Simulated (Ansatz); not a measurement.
The starting structures come from a database of crystals and need not be the phases stable at ambient conditions.

 Where the default PAW files enter, the runs use the earlier of Ansatz's two default sets.

Inside the gap of an insulator the Bloch states are evanescent, with a wavenumber k + iκ along the transport direction.

Consider the following.

```yaml
crystal:
  lattice:
    - [5.63061, 0.00000, 0.00000]
    - [0.00000, 7.96289, 0.00000]
    - [0.00000, 3.98144, 3.98144]
  atoms:
    - { symbol: Ru, position: [0.50000, 0.00000, 0.50000] }
    - { symbol: Ru, position: [0.00000, 0.50000, 0.00000] }
    - { symbol: Ru, position: [0.50000, 0.50000, 0.50000] }
    - { symbol: Ru, position: [0.00000, 0.00000, 0.00000] }
    - { symbol: S, position: [0.11180, 0.61180, 0.50000] }
    - { symbol: S, position: [0.88820, 0.38820, 0.50000] }
    - { symbol: S, position: [0.61180, 0.88820, 0.00000] }
    - { symbol: S, position: [0.38820, 0.11180, 0.00000] }
    - { symbol: S, position: [0.88820, 0.11180, 0.27640] }
    - { symbol: S, position: [0.11180, 0.88820, 0.72360] }
    - { symbol: S, position: [0.38820, 0.38820, 0.22360] }
    - { symbol: S, position: [0.61180, 0.61180, 0.77640] }
```

Space group of this cell: Pa-3. The cell is taken as given.

Transport runs along the normal of the first two printed cell vectors, the (110) plane of the conventional cell.

No gap correction and no spin-orbit coupling; mid-gap values are interpolated between computed energies.

Task: State the band gap and the smallest decay constant κ at mid-gap according to r2SCAN run with Ansatz (a program for electronic structure).

Result: Gap 0.94 eV on a 8×8×8 mesh; κ = 0.196 1/Å, at the zone centre.
